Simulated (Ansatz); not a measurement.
Abridged Ansatz (an electronic-structure program) output:

```
Pseudopotential: C, paw, valence charge 4
Crystal: 2 atoms, lattice volume = 11.390 Å³
Basis set: ecut = 420 eV, 229 PW (Γ), exchange–correlation on 36×36×36 points (8 copies of the dense FFT grid, shifted against one another)
Bands: 8, of which v1, the nominal top of the filled ones, is band 4 counted from 1 (3 counted from 0)
Symmetry: 48 space group operations
k-points: 145 of 4096
Functional: x = pbe(κ = 0.804, μ = 0.2195149727645171), c = pbe(β = 0.06672455060314922)
SCF iter   1: F=—  HF=-501.615646 eV  |F-HF|=—  |Δ(HF+E_count)|=         —  Δρ=1.79e-3  dr2=1.07e-4  ethr=1.77e-3  ⟨swp⟩=4.7  Hψ=7492  notcnv=0
SCF iter   2: F=—  HF=-501.615736 eV  |F-HF|=—  |Δ(HF+E_count)|=   9.02e-5  Δρ=9.16e-4  dr2=2.85e-5  ethr=1.34e-6  ⟨swp⟩=2.1  Hψ=2819  notcnv=0
SCF 1 converged in 6 iterations: F = -501.615785 eV  dr2 = 1.62e-12
SCF converged after 6 iterations
Free energy (F): -501.615785 eV
Internal energy: -501.615785 eV  (E = F + TS)
E sigma→0 (E₀):  -501.615785 eV
Fermi energy:    15.289793 eV
--- Forces (eV/Å), atoms counted from 1 ---
  atom   1  C      0.00000000     0.00000000     0.00000000
  atom   2  C      0.00000000     0.00000000    -0.00000000
--- Stress (GPa, compression-positive) ---
        0.007012      -0.000000      -0.000000
       -0.000000       0.007012      -0.000000
       -0.000000       0.000000       0.007012
  P = ⅓ Tr σ = 0.0070 GPa (0.070 kbar)
```

**Question.** What was computed, and what are the main results?

**Answer.** C, 2 atoms in the cell, with PBE, PAW, 420 eV (Ansatz; no spin-orbit coupling). The last SCF converged to F = -501.615785 eV, or -250.8079 eV per atom, at a pressure of 0.01 GPa. The total energy compares only with runs of the same code, potentials and settings.

No phonon test of stability was made. The cell is C in the diamond structure (space group Fd-3m, No. 227).
